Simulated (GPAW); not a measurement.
**A self-consistent single point of TiSi₂ (Cmcm, 6 atoms in the cell) with GPAW**

Method: PBE, GPAW PAW datasets PBE (gpaw-data 1.0.1) (plane waves; GPAW).

This input was run:

```python
from ase import Atoms
from ase.units import GPa
from gpaw import GPAW, PW, FermiDirac

atoms = Atoms(['Ti', 'Ti', 'Si', 'Si', 'Si', 'Si'],
              cell=[[1.797759, -6.884327, 0.000000],
                    [1.797759, 6.884327, 0.000000],
                    [0.000000, 0.000000, 3.631126]],
              scaled_positions=[[0.896880, 0.103120, 0.750000],
                                [0.103120, 0.896880, 0.250000],
                                [0.558250, 0.441750, 0.750000],
                                [0.441750, 0.558250, 0.250000],
                                [0.249690, 0.750310, 0.750000],
                                [0.750310, 0.249690, 0.250000]],
              pbc=True)

calc = GPAW(mode=PW(800),
            xc='PBE',
            kpts=(7, 7, 7),
            occupations=FermiDirac(0.1),
            nbands=-14,
            symmetry={'symmorphic': False, 'tolerance': 0.0005},
            maxiter=150,
            txt='-')

atoms.calc = calc

energy = atoms.get_potential_energy()
print('Energy (eV):', round(energy, 6))
forces = atoms.get_forces()
print('Forces (eV/Ang):')
print(forces.round(5))
stress = atoms.get_stress()
print('Stress (GPa, Voigt):', (stress / GPa).round(4))
```

The program printed (abridged):

```
Input parameters:
  kpts: [7 7 7]
  maxiter: 150
  mode: {ecut: 800.0,
         name: pw}
  nbands: -14
  occupations: {fixmagmom: False,
                name: fermi-dirac,
                width: 0.1}
  symmetry: {symmorphic: False,
             tolerance: 0.0005}
  xc: PBE

species:
  Ti:
    name: Titanium
    Z: 22.0
    valence: 12
    core: 10
    charge: 0.0
    file: Ti.PBE.gz

    # Using partial waves for Ti as LCAO basis

  Si:
    name: Silicon
    Z: 14.0
    valence: 4
    core: 10
    charge: 0.0
    file: Si.PBE.gz

    # Using partial waves for Si as LCAO basis

Reference energy: -77993.405564  # eV

Spin-paired calculation

Convergence criteria:
 Maximum [total energy] change in last 3 cyles: 0.0005 eV / valence electron
 Maximum integral of absolute [dens]ity change: 0.0001 electrons / valence electron
 Maximum integral of absolute [eigenst]ate change: 4e-08 eV^2 / valence electron
 Maximum number of scf [iter]ations: 150

Symmetries present (total): 8
Symmetries with fractional translations: 4
343 k-points: 7 x 7 x 7 Monkhorst-Pack grid
64 k-points in the irreducible part of the Brillouin zone
       k-points in crystal coordinates                weights
   0:     0.00000000    0.00000000    0.00000000          1/343
   1:     0.00000000    0.00000000    0.14285714          2/343
   2:     0.00000000    0.00000000    0.28571429          2/343
   [... 7 lines left out ...]
          ...
  63:     0.42857143    0.42857143    0.42857143          4/343

Wave functions: Plane wave expansion
  Cutoff energy: 800.000 eV
  Number of coefficients (min, max): 4602, 4648
  Pulay-stress correction: 0.000000 eV/Ang^3 (de/decut=0.000000)

Occupation numbers: Fermi-Dirac:
  width: 0.1000  # eV

Eigensolver

Densities:
  Coarse grid: 48*48*24 grid
  Fine grid: 96*96*48 grid
  Total Charge: 0.000000

Density mixing:
  Method: separate
  Backend: pulay
  Linear mixing parameter: 0.05
  old densities: 5
  Damping of long wavelength oscillations: 50

Hamiltonian:
  XC and Coulomb potentials evaluated on a 96*96*48 grid
  External potential:
    NoExternalPotential

XC parameters: PBE with 2 nearest neighbor stencil

Number of atoms: 6
Number of atomic orbitals: 42
Number of bands in calculation: 34
Number of valence electrons: 40
Bands to converge: occupied

Density initialized from atomic densities
  34 bands from LCAO basis set

Atomic positions and initial magnetic moments

Positions:
   0 Ti     1.797759   -5.464503    2.723345    ( 0.0000,  0.0000,  0.0000)
   1 Ti     1.797759    5.464503    0.907782    ( 0.0000,  0.0000,  0.0000)
   2 Si     1.797759   -0.802024    2.723345    ( 0.0000,  0.0000,  0.0000)
   3 Si     1.797759    0.802024    0.907782    ( 0.0000,  0.0000,  0.0000)
   4 Si     1.797759    3.446432    2.723345    ( 0.0000,  0.0000,  0.0000)
   5 Si     1.797759   -3.446432    0.907782    ( 0.0000,  0.0000,  0.0000)

Unit cell:
           periodic     x           y           z      points  spacing
  1. axis:    yes    1.797759   -6.884327    0.000000    48     0.0725
  2. axis:    yes    1.797759    6.884327    0.000000    48     0.0725
  3. axis:    yes    0.000000    0.000000    3.631126    24     0.1513

  Lengths:   7.115188   7.115188   3.631126
  Angles:   90.000000  90.000000 150.729459

Effective grid spacing dv^(1/3) = 0.1176

     iter     time        total  log10-change:
                         energy   eigst   dens
iter:   1 --:--:--   -38.369335
iter:   2 --:--:--   -38.442860   -0.70  -1.24
iter:   3 --:--:--   -38.330679   -1.64  -1.24
iter:   4 --:--:--   -38.367356   -2.32  -1.46
iter:   5 --:--:--   -38.340635   -2.48  -1.62
iter:   6 --:--:--   -38.350966   -2.98  -2.02
iter:   7 --:--:--   -38.336278c  -3.70  -2.11
iter:   8 --:--:--   -38.310532   -2.38  -2.18
iter:   9 --:--:--   -38.309937   -3.86  -2.67
iter:  10 --:--:--   -38.309926c  -4.95  -3.25
iter:  11 --:--:--   -38.309891c  -5.97  -3.27
iter:  12 --:--:--   -38.309860c  -6.14  -3.35
iter:  13 --:--:--   -38.309847c  -6.31  -3.51
iter:  14 --:--:--   -38.309832c  -6.18  -3.85
iter:  15 --:--:--   -38.309828c  -6.60  -4.10c
iter:  16 --:--:--   -38.309826c  -7.31  -4.21c
iter:  17 --:--:--   -38.309825c  -8.08c -4.29c

Converged after 17 iterations.

Dipole moment: (-0.000000, 0.000000, 0.000000) |e|*Ang

Energy contributions relative to reference atoms: (reference = -77993.405564)

Kinetic:        +28.103307
Potential:      -23.048360
External:        +0.000000
XC:             -43.247096
Entropy (-ST):   -0.059227
Local:           -0.088062
SIC:             +0.000000
--------------------------
Free energy:    -38.339439
Extrapolated:   -38.309825

Showing only first 2 kpts
 Kpt  Band  Eigenvalues  Occupancy
  0    18      7.46283    2.00000
  0    19      9.90981    0.02003
  0    20      9.93091    0.01625
  0    21     10.23507    0.00078

  1    18      8.12243    2.00000
  1    19      9.49176    0.79626
  1    20      9.86134    0.03232
  1    21     10.02648    0.00628

Fermi level: 9.45044

No gap
No difference between direct/indirect transitions
Energy (eV): -38.309825

Forces in eV/Ang:
  0 Ti    0.00000    0.12812    0.00000
  1 Ti    0.00000   -0.12812    0.00000
  2 Si    0.00000   -0.03194   -0.00000
  3 Si    0.00000    0.03194    0.00000
  4 Si    0.00000    0.00321    0.00000
  5 Si    0.00000   -0.00321    0.00000

Stress tensor:
     0.029276     0.000000     0.000000
     0.000000     0.025970     0.000000
     0.000000     0.000000     0.034200
Stress (GPa, Voigt): [4.6905 4.1609 5.4794 0.     0.     0.    ]
```

The run converged in 17 iterations. GPAW prints stress with tension positive.

The starting cell comes from a database of computed structures (which also holds hypothetical and non-ambient phases and stackings), without a prior relaxation at this level. Its lattice was rescaled by a random factor within 2.5 % of one. Spin polarisation is off. With a pressure of about -5 GPa the cell is away from its equilibrium volume at this level.

Cost on one core of a shared machine: roughly 7 min.
